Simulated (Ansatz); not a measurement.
## Pd under a change: isotropic strain −2.55 %

Consider Pd in the fcc (Cu type) structure (space group Fm-3m, No. 225; a = 3.9428 Å).

Modification: every lattice vector is shortened by 2.55 %, atoms relaxed at fixed cell.

Method: PBE/PAW in Ansatz (a first-principles code), no spin-orbit coupling. k-mesh 20×20×20 (Γ-centred); smearing 0.05 eV (Fermi–Dirac).

```csv
quantity,base,changed,shift
volume per atom,15.32 Å³,14.18 Å³,-1.14 Å³
shortest interatomic distance,5.268 bohr,5.134 bohr,-0.134 bohr
energy relative to the base (free energy F),0 meV/atom,+53 meV/atom,+53 meV/atom
pressure,0.0 GPa,16.1 GPa,+16.1 GPa
band gap,zero,zero,–
```

Cost of the whole job for the changed cell (relaxation, final SCF and bands): roughly 13 core-seconds.

Whether these cells are dynamically stable was not tested. The final runs are not spin-polarised.
